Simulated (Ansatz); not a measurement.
Several settings converged on the (111) slab of NaTl (cut from a parent of space group no. 227; 8 atoms in the cell)

```xyz
8
Lattice="5.3041 0.0000 0.0000 2.6521 4.5935 0.0000 0.0000 0.0000 21.5789" Properties=species:S:1:pos:R:3 pbc="T T T"
Na     1.9890     1.1484     9.1654
Na     7.2931     4.2107     8.0827
Na     4.6411     2.6795    13.4962
Na     1.9890     1.1484    12.4135
Tl     4.6411     2.6795     7.0000
Tl     4.6411     2.6795    10.2481
Tl     7.2931     4.2107    11.3308
Tl     7.2931     4.2107    14.5789
```

Base method: LDA (PW92), default PAW files made with PBE (plane waves; Ansatz, an electronic-structure program).

Base settings: basis.ecutwfc = 420 eV; kpoints.mp_grid.grid = 7 7 1; hamiltonian.xc = lda; hamiltonian.pseudopotentials = {kind: paw} (the program's default PAW files); scf.occupations.method = gaussian; scf.occupations.width = 0.1 eV.

The count of work is k-points × plane waves × bands × iterations; it is no time. Core times come from one kind of shared machine, to one figure; runs under 30 s give none.

**The k-point mesh**

Only quantities that move along the ladder and can be compared are tabulated.

```tsv
kpoints.mp_grid.grid	free energy less the last step's (meV/atom)	largest difference of a force vector from the last step's (eV/Å)	count of work / last	core time / last (rough)
2 2 1	40.60	0.475	0.056	–
3 3 1	4.67	0.220	0.075	–
4 4 1	9.87	0.106	0.11	–
5 5 1	-1.54	0.084	0.12	–
6 6 1	6.03	0.059	0.17	–
7 7 1	3.64	0.040	0.20	–
9 9 1	-0.05	0.021	0.27	–
10 10 1	-0.72	0.018	0.35	–
12 12 1	0.07	0.018	0.47	0.4
14 14 1	0.18	0.008	0.60	0.6
16 16 1	-0.11	0.010	0.75	0.7
19 19 1	0.00	0.000	1.0	1
```

Coarsest kpoints.mp_grid.grid that holds the forces within 0.005 eV/Å: not settled: the last two steps still differ by 0.010 eV/Å, over half the tolerance, so the ladder does not show it.

Coarsest kpoints.mp_grid.grid that holds the free energy within 1 meV/atom of the last step, with all finer ones: 9 9 1, at 0.27 of the last step's count of work; the step before is off by 3.6 meV/atom.

**The depth of the slab**

On the (111) slab of NaTl (cut from a parent of space group no. 227; 4 atoms in the cell), and deeper slabs.

Surface energy = (E_slab − N e_bulk)/2A, with e_bulk from the bulk crystal on its finest mesh (120 k-points); errors per atom of slab and bulk, whose meshes differ, grow with N.

The mesh stays at the base's, so the ladder's end is converged at best in this setting alone.

Only quantities that move along the ladder and can be compared are tabulated.

```tsv
atoms	unrelaxed surface energy (J/m²)	count of work / last	core time / last (rough)
4	0.858	0.058	–
8	0.831	0.14	–
12	0.758	0.23	–
16	0.738	0.36	0.3
20	0.742	0.57	0.5
24	0.739	0.69	0.7
28	0.739	1.0	1
```

Smallest size that holds the unrelaxed surface energy within 0.05 J/m² of the last step, with all finer ones: 12, at 0.23 of the last step's count of work; the step before is off by 0.091 J/m².

On the base run: the starting cell comes from a database of computed structures (which also holds hypothetical and non-ambient phases and stackings), without a prior relaxation at this level. The slab is cut from that crystal, and its faces are unrelaxed. Its lattice was rescaled by up to half a per cent.

Keys are those of Ansatz 0.2.
